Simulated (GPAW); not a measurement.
# Parameter sweep on Sr3Zn (Pm-3m, 4 atoms in the cell)

```
Sr3Zn
1.0
    5.46131     0.00000     0.00000
    0.00000     5.46131     0.00000
    0.00000     0.00000     5.46131
Sr Zn
3 1
Direct
  0.50000   0.00000   0.50000
  0.00000   0.50000   0.50000
  0.50000   0.50000   0.00000
  0.00000   0.00000   0.00000
```

Base run A: PBEsol, GPAW PAW datasets PBEsol (made by gpaw-setup) run with GPAW, self-consistent single point.

Its settings: mode = pw; ecut = 850 eV; xc = PBEsol; kpts = 5 5 5; mesh shift (steps) = 0 0 0; occupations.name = fermi-dirac; occupations.width = 0.05 eV; nbands = -12; convergence.density = 1e-05 e/electron; convergence.energy = 1e-05 eV/electron; symmetry.symmorphic = false; symmetry.tolerance = 0.0005; maxiter = 100.

The starting cell comes from a database of computed structures (which also holds hypothetical and non-ambient phases and stackings), without a prior relaxation at this level. Its lattice was rescaled by a random factor within 2.5 % of one.

ΔF is the free energy per atom less that of run A. 

```json
[
 {"run": "A", "kpts, occupations.width": "5 5 5, 0.05 eV", "ΔF (meV/atom)": "0.00", "pressure (GPa)": "-0.66", "TS (meV/atom)": "13.2", "k-points": "10"},
 {"run": "B", "kpts, occupations.width": "4 4 4, 0.03 eV", "ΔF (meV/atom)": "-0.35", "pressure (GPa)": "-0.78", "TS (meV/atom)": "6.3", "k-points": "10"},
 {"run": "C", "kpts, occupations.width": "4 4 4, 0.1 eV", "ΔF (meV/atom)": "-21.8", "pressure (GPa)": "-0.75", "TS (meV/atom)": "41.1", "k-points": "10"},
 {"run": "D", "kpts, occupations.width": "4 4 4, 0.3 eV", "ΔF (meV/atom)": "-162.6", "pressure (GPa)": "-0.60", "TS (meV/atom)": "301.3", "k-points": "10"},
 {"run": "E", "kpts, occupations.width": "5 5 5, 0.03 eV", "ΔF (meV/atom)": "4.6", "pressure (GPa)": "-0.68", "TS (meV/atom)": "5.8", "k-points": "10"},
 {"run": "F", "kpts, occupations.width": "5 5 5, 0.1 eV", "ΔF (meV/atom)": "-17.0", "pressure (GPa)": "-0.64", "TS (meV/atom)": "41.3", "k-points": "10"},
 {"run": "G", "kpts, occupations.width": "5 5 5, 0.3 eV", "ΔF (meV/atom)": "-159.8", "pressure (GPa)": "-0.58", "TS (meV/atom)": "305.6", "k-points": "10"},
 {"run": "H", "kpts, occupations.width": "6 6 6, 0.03 eV", "ΔF (meV/atom)": "11.8", "pressure (GPa)": "-0.56", "TS (meV/atom)": "6.2", "k-points": "20"},
 {"run": "I", "kpts, occupations.width": "6 6 6, 0.1 eV", "ΔF (meV/atom)": "-11.3", "pressure (GPa)": "-0.60", "TS (meV/atom)": "44.5", "k-points": "20"},
 {"run": "J", "kpts, occupations.width": "6 6 6, 0.3 eV", "ΔF (meV/atom)": "-158.8", "pressure (GPa)": "-0.58", "TS (meV/atom)": "308.5", "k-points": "20"},
 {"run": "K", "kpts, occupations.width": "7 7 7, 0.03 eV", "ΔF (meV/atom)": "13.3", "pressure (GPa)": "-0.63", "TS (meV/atom)": "5.2", "k-points": "20"},
 {"run": "L", "kpts, occupations.width": "7 7 7, 0.1 eV", "ΔF (meV/atom)": "-9.9", "pressure (GPa)": "-0.64", "TS (meV/atom)": "45.8", "k-points": "20"},
 {"run": "M", "kpts, occupations.width": "7 7 7, 0.3 eV", "ΔF (meV/atom)": "-158.7", "pressure (GPa)": "-0.58", "TS (meV/atom)": "309.0", "k-points": "20"}
]
```

Run H against A: The free energy rises by 11.8 meV/atom and the pressure goes from -0.66 to -0.56 GPa.

Run K against A: The free energy goes up by 13.3 meV/atom and the pressure moves little (-0.66 to -0.63 GPa).
